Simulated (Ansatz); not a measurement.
Worked example: self-consistent single point of Zr (Im-3m, 1 atom in the cell) in Ansatz (a first-principles code).

Method of the run: LDA (PW92), harder PAW files (source: ansatz) made with PBE (plane waves; Ansatz).

```
CELL_PARAMETERS angstrom
     -1.79980     1.79980     1.79980
      1.79980    -1.79980     1.79980
      1.79980     1.79980    -1.79980
ATOMIC_POSITIONS crystal
  Zr 0.00000 0.00000 0.00000
```

Reference input (self-consistent single point, DFT, LDA (PW92), plane waves, default PAW files made with PBE): basis.ecutwfc = 420 eV; kpoints.mp_grid.grid = 13 13 13; hamiltonian.xc = lda; hamiltonian.pseudopotentials = {kind: paw} (the program's default PAW files); scf.occupations.method = fermi_dirac; scf.occupations.width = 0.1 eV. This run's input differs from it in these lines:

Ansatz 0.2 input:
```diff
@@ -8,3 +8,3 @@
 basis:
-  ecutwfc: 420.0
+  ecutwfc: 230.0
 kpoints:
@@ -13,3 +13,3 @@
   xc: lda
-  pseudopotentials: { kind: paw }
+  pseudopotentials: { kind: paw, source: ansatz }
 scf:
```

Output (repeated stretches shortened):

```
SCF iter   1: F=—  HF=-4077.159745 eV  |F-HF|=—  |Δ(HF+E_count)|=         —  Δρ=4.04e-2  dr2=3.50e-1  ethr=3.10e-3  ⟨swp⟩=4.1  Hψ=4284  notcnv=0
all-band conjugate gradients solve this SCF's bands
preconditioner: auto → none
SCF iter   2: F=—  HF=-4077.022831 eV  |F-HF|=—  |Δ(HF+E_count)|=   1.37e-1  Δρ=1.05e-2  dr2=9.01e-3  ethr=2.91e-3  ⟨swp⟩=3.0  Hψ=2269  notcnv=0
SCF iter   3: F=—  HF=-4077.021047 eV  |F-HF|=—  |Δ(HF+E_count)|=   1.78e-3  Δρ=3.75e-3  dr2=7.33e-4  ethr=7.51e-5  ⟨swp⟩=2.7  Hψ=1342  notcnv=0
SCF iter   4: F=—  HF=-4077.021011 eV  |F-HF|=—  |Δ(HF+E_count)|=   3.55e-5  Δρ=4.85e-5  dr2=3.42e-7  ethr=6.11e-6  ⟨swp⟩=1.0  Hψ=840  notcnv=0
SCF iter   5: F=—  HF=-4077.021012 eV  |F-HF|=—  |Δ(HF+E_count)|=   5.28e-7  Δρ=4.53e-6  dr2=3.67e-9  ethr=8.33e-10  ⟨swp⟩=5.0  Hψ=3679  notcnv=0
SCF iter   6: F=-4077.021012 eV  HF=-4077.021012 eV  |F-HF|=1.09e-11  |Δ(HF+E_count)|=  6.58e-10  Δρ=5.58e-7  dr2=4.64e-11  ethr=3.06e-11  ⟨swp⟩=1.1  Hψ=2567  notcnv=0
SCF 1 converged in 6 iterations: F = -4077.021012 eV  dr2 = 4.64e-11
Free energy (F): -4077.021012 eV
Internal energy: -4076.957841 eV  (E = F + TS)
E sigma→0 (E₀):  -4076.989427 eV
Entropy (-TS):   -0.063171 eV (-63.171 meV/atom)
Fermi energy:    13.373662 eV
--- Forces (eV/Å), atoms counted from 1 ---
  atom   1  Zr     0.00000000     0.00000000    -0.00000000
--- Stress (GPa, compression-positive) ---
       -9.016804       0.000000      -0.000000
        0.000000      -9.016804      -0.000000
        0.000000       0.000000      -9.016804
  P = ⅓ Tr σ = -9.0168 GPa (-90.168 kbar)
  The stress holds the Pulay correction. Without it, at fixed plane waves, as pw.x and ABINIT print it: P = -44.5285 GPa
```

The run converged in 6 iterations. Against the reference run the pressure goes from -8.15 to -9.02 GPa.

The starting cell comes from a database of computed structures (which also holds hypothetical and non-ambient phases and stackings), without a prior relaxation at this level. Its lattice was rescaled by up to half a per cent. Ansatz's pressure includes its estimate of the finite-basis (Pulay) stress. Without the estimate this run gives -44.53 GPa. The cutoff lies below the one recommended for these files.
